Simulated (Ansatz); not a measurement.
The starting structures come from a database of crystals and need not be the phases stable at ambient conditions.

Tunnelling through a barrier is set by its complex band structure: the current falls as exp(−2κd) with the smallest κ.

Data:

```
CELL_PARAMETERS angstrom
      6.53021     0.00000     0.00000
      3.26510     7.54904     0.00000
      3.26510     1.41222     5.47616
ATOMIC_POSITIONS crystal
  Rb 0.50000 0.50000 0.50000
  Rb 0.91938 0.24187 0.91938
  Rb 0.08062 0.75813 0.08062
  Sb 0.24724 0.25828 0.24724
  Sb 0.75276 0.74172 0.75276
  Au 0.50000 0.00000 0.50000
  Au 0.00000 0.00000 0.50000
  Au 0.50000 0.00000 0.00000
```

Space group of this cell: R-3m. The cell is taken as given.

Transport runs along the normal of the first two printed cell vectors, the (101) plane of the conventional cell.

The gap is the functional's own. No spin-orbit coupling. Mid-gap values are interpolated on the energy grid.

Task: Give the band gap and the smallest decay constant κ at mid-gap that Ansatz (a program for electronic structure) with r2SCAN yields.

Result: Gap 1.39 eV on a 6×6×6 mesh; κ = 0.176 1/Å, at (0.000, 0.500) of the in-plane reciprocal vectors. At the zone centre, at the nearest computed energy, the slowest state has κ = 0.25 1/Å.
